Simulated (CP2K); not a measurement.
**How far to go with the cutoff of the density grid: Cl (Cm, 4 atoms in the cell)**

```
CELL_PARAMETERS angstrom
      3.85236     0.00000     0.00000
     -1.23175     3.65013     0.00000
      0.00000     0.00000     8.28478
ATOMIC_POSITIONS crystal
  Cl 0.87700 0.87700 0.90304
  Cl 0.62300 0.62300 0.39700
  Cl 0.37700 0.37700 0.60300
  Cl 0.12300 0.12300 0.10300
```

Computed with PBEsol, GPW, DZVP-MOLOPT-SR-GTH basis, GTH-PBE potentials (GTH_POTENTIALS) in CP2K.

Base settings: CUTOFF = 400 Ry; REL_CUTOFF = 50 Ry; SMEAR/METHOD = FERMI_DIRAC; ELECTRONIC_TEMPERATURE = 116.05 K; KPOINTS/SCHEME = MONKHORST-PACK 3 3 1; XC_FUNCTIONAL = PBE:PBESOL; Cl/BASIS_SET = DZVP-MOLOPT-SR-GTH; Cl/POTENTIAL = GTH-PBE-q7; METHOD = GPW; EPS_DEFAULT = 1e-11.

The mesh stays at the base's, so the ladder's end is converged at best in this setting alone.

Only quantities that move along the ladder and can be compared are tabulated; the gap is left out on so coarse a mesh.

The starting cell has typed, rounded lattice constants, without a prior relaxation at this level. Its lattice was rescaled by up to half a per cent. One atom was moved a little off its site on purpose. Values carry the incompleteness of an atom-centred basis. The potentials were made for another functional than the one used. The mesh is very coarse (it stands for a supercell whose shortest vector is 8 Å): a converged loop gives no converged values here.

Steps (CUTOFF): 140 Ry; 160 Ry; 180 Ry; 200 Ry; 220 Ry; 240 Ry; 280 Ry; 320 Ry; 360 Ry; 400 Ry; 440 Ry; 480 Ry; 540 Ry; 600 Ry; 700 Ry; 800 Ry; 960 Ry.

### Question
What is the coarsest CUTOFF that holds the forces within 0.01 eV/Å of the last step, with all finer ones?

### Answer
160 Ry; the step before is off by 0.017 eV/Å.

| CUTOFF | largest difference of a force vector from the last step's (eV/Å) |
|---|---|
| 140 Ry | 0.017 |
| 160 Ry | 0.004 |
| 180 Ry | 0.001 |
| 200 Ry | 0.001 |
| 220 Ry | 0.002 |
| 240 Ry | 0.001 |
| 280 Ry | 0.000 |
| 320 Ry | 0.000 |
| 360 Ry | 0.000 |
| 400 Ry | 0.000 |
| 440 Ry | 0.000 |
| 480 Ry | 0.000 |
| 540 Ry | 0.000 |
| 600 Ry | 0.000 |
| 700 Ry | 0.000 |
| 800 Ry | 0.000 |
| 960 Ry | 0.000 |
